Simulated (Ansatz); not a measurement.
BSi2N (model structure, started from the BC2N type, R3m, No. 160, 4 atoms in the cell) was calculated with PBEsol (Ansatz, a first-principles code, PAW).

Input file:

Ansatz 0.2 input:
```yaml
crystal:
  lattice:
    - [1.5468363519, 0.8930665609, 5.4291602633]
    - [-1.5468363519, 0.8930665609, 5.4291602633]
    - [0.0, -1.7861325917, 5.4291603505]
  atoms:
    - { symbol: B, position: [0.015176678, 0.015176678, 0.015176678] }
    - { symbol: N, position: [0.1132512174, 0.1132512174, 0.1132512174] }
    - { symbol: Si, position: [0.4900257605, 0.4900257605, 0.4900257605] }
    - { symbol: Si, position: [0.6315793441, 0.6315793441, 0.6315793441] }
basis:
  ecutwfc: 520
  ecutrho_ratio: 4
  xc_grid: 2
kpoints:
  mp_grid: { grid: [20, 20, 20] }
hamiltonian:
  xc: pbesol
  dispersion: none
  pseudopotentials: { kind: paw }
scf:
  occupations: { method: fermi_dirac, width: 0.05 }
  convergence: { dr2_threshold: 0.0000000004 }
output:
  forces: true
  stress: true
  eigenvalues: true
```

From the output:

```
Crystal: 4 atoms, lattice volume = 45.000 Å³
Basis set: ecut = 520 eV, 1203 PW (Γ), FFT grids on a1−a3, a2−a3, a3, exchange–correlation on 48×48×90 points (8 copies of the dense FFT grid, shifted against one another)
Bands: 12, of which v1, the nominal top of the filled ones, is band 8 counted from 1 (7 counted from 0)
Symmetry: 6 space group operations
Space group: R3m (ITA 160), of the structure as read, at distance tolerance 3.6e-5 Å
k-points: 781 of 8000 (time reversal used)
Functional: x = pbesol(κ = 0.804, μ = 0.12345679012345678), c = pbesol(β = 0.046)
SCF iter   1: F=—  HF=-1774.278795 eV  |F-HF|=—  |Δ(HF+E_count)|=         —  Δρ=1.08e-2  dr2=7.83e-2
SCF iter   2: F=—  HF=-1774.269550 eV  |F-HF|=—  |Δ(HF+E_count)|=   9.24e-3  Δρ=6.20e-3  dr2=3.64e-2
  ...
SCF iter   7: F=—  HF=-1774.262157 eV  |F-HF|=—  |Δ(HF+E_count)|=   3.88e-8  Δρ=6.95e-6  dr2=1.29e-8
SCF iter   8: F=-1774.262157 eV  HF=-1774.262157 eV  |F-HF|=0.00e0  |Δ(HF+E_count)|=   6.69e-9  Δρ=8.45e-7  dr2=1.98e-10
SCF 1 converged in 8 iterations: F = -1774.262157 eV  dr2 = 1.98e-10
SCF converged after 8 iterations
Free energy (F): -1774.262157 eV
Internal energy: -1774.253196 eV  (E = F + TS)
E sigma→0 (E₀):  -1774.257677 eV
Fermi energy:    10.265208 eV
--- Forces (eV/Å), atoms counted from 1 ---
  atom   1  B      0.00000000     0.00000000     0.00013604
  atom   2  N      0.00000000     0.00000000     0.00067281
  atom   3  Si     0.00000000    -0.00000000    -0.00149853
  atom   4  Si     0.00000000     0.00000000     0.00069991
--- Stress (GPa, compression-positive) ---
       -0.005613       0.000000       0.000000
        0.000000      -0.005613       0.000000
        0.000000       0.000000       0.017416
  P = ⅓ Tr σ = 0.0021 GPa (0.021 kbar)
```

The PAW data were made under PBE.

Note: the relaxation could raise the start's symmetry but not lower it, so the cell can be a saddle point.

Cost on a shared machine: around 80 core-seconds (rough).

A model structure was made by putting elements into a prototype or built by hand; it is no filed structure, need not be a known phase, and can be a saddle point held by its symmetry.
